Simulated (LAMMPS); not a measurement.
LAMMPS 22 Jul 2025, classical MD, EAM (W_zhou.eam.alloy): W, 2662 atoms.

- task: MD, nve
- potential: EAM, W_zhou.eam.alloy
- copies of the repeat unit: 11×11×11
- shape (slab and sphere leave vacuum in the box): bulk
- steps: 2000
- timestep: 2 fs
- thermo: 50
- newton: on (default)
- atom_modify sort (bins of 2 Å where set): 1000 (default)
- comm_style: brick (default)
- box: 34.8 × 34.8 × 34.8 Å
- start: generated bcc lattice, warmed in an untimed run

All runs start from one configuration, warmed at this fixed volume for 1000 steps under a thermostat at 300 K. The run at a skin of 2 Å has a mean temperature of 300 K and a mean pressure of 1.0 GPa.

Each setting ran once; only counts and results are compared.

With neigh_modify every 1 delay 0 check yes, skins of 0.1, 0.3, 0.5, 1, 1.5, 2, 3 Å were run. Further schedules:
- skin 2 Å, every 100 delay 0 check no
- skin 1 Å, every 10 delay 0 check yes
- skin 1 Å, every 20 delay 0 check no
- skin 0.3 Å, every 10 delay 0 check yes
- skin 2 Å, every 10 delay 0 check yes
- skin 2 Å, every 1 delay 10 check yes
- skin 0.3 Å, every 1 delay 10 check yes

A schedule rebuilds too seldom if it shows a dangerous build, rebuilds less often than the check at every step does at that skin, or fails.

Q: Which schedules can miss pairs here, and how do rebuilds depend on the skin?

A: With the check at every step the rebuilds are 370 at 0.1 Å, 126 at 0.3 Å, 70 at 0.5 Å, 0 at 1 Å, 0 at 1.5 Å, 0 at 2 Å, 0 at 3 Å. Too seldom: skin 0.3 Å, every 10 delay 0 check yes.

```csv
setting,rebuilds,dangerous builds,list entries an atom,change of the total energy (meV/atom)
"skin 0.1 Å, every 1 delay 0 check yes",370,—,68.0,under 0.001
"skin 0.3 Å, every 1 delay 0 check yes",126,—,73.0,under 0.001
"skin 0.5 Å, every 1 delay 0 check yes",70,—,83.9,under 0.001
"skin 1 Å, every 1 delay 0 check yes",0,—,85.0,under 0.001
"skin 1.5 Å, every 1 delay 0 check yes",0,—,107,under 0.001
"skin 2 Å, every 1 delay 0 check yes",0,—,129,under 0.001
"skin 3 Å, every 1 delay 0 check yes",0,—,166,under 0.001
"skin 2 Å, every 100 delay 0 check no",20,not counted,129,under 0.001
"skin 1 Å, every 10 delay 0 check yes",0,0,85.0,under 0.001
"skin 1 Å, every 20 delay 0 check no",100,not counted,85.0,under 0.001
"skin 0.3 Å, every 10 delay 0 check yes",100,0,73.0,under 0.001
"skin 2 Å, every 10 delay 0 check yes",0,0,129,under 0.001
"skin 2 Å, every 1 delay 10 check yes",0,0,129,under 0.001
"skin 0.3 Å, every 1 delay 10 check yes",126,0,73.0,under 0.001
```

Where the energy changes as in the checked runs, the late rebuilds cost nothing that shows in this run. List entries are as LAMMPS prints them (Ave neighs/atom).
